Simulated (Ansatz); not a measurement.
Start from CoSi$_{2}$ (space group Fm-3m, No. 225; not spin-polarised; relaxed with 0.1 eV smearing).

```xyz
3
Lattice="0.0000 2.6576 2.6576 2.6576 0.0000 2.6576 2.6576 2.6576 0.0000" Properties=species:S:1:pos:R:3 pbc="T T T"
Co     0.0000     0.0000     0.0000
Si     1.3288     1.3288     1.3288
Si     3.9865     3.9865     3.9865
```

Level of theory: DFT with r2SCAN, PAW potentials and a 500 eV plane-wave cutoff in Ansatz (a program for electronic structure), spin-orbit coupling left out, earlier PAW set.

Before the change:

| Item | Value |
|---|---|
| Pressure | 0.0 GPa |

One thing is altered: the cell is scaled by 0.9956 in all directions; the atoms relax in the strained cell.

### Question
How does this affect the energy relative to the base?

### Answer
The energy increases by 1.4 meV/atom.

### Question
What does the calculation give for the pressure after the change?

### Answer
The pressure goes from zero to 2.7 GPa.

Stability against distortions was not tested. Seeded moments were not kept for the base. All final runs are without spin polarisation. An odd electron count without spin: CoSi2.
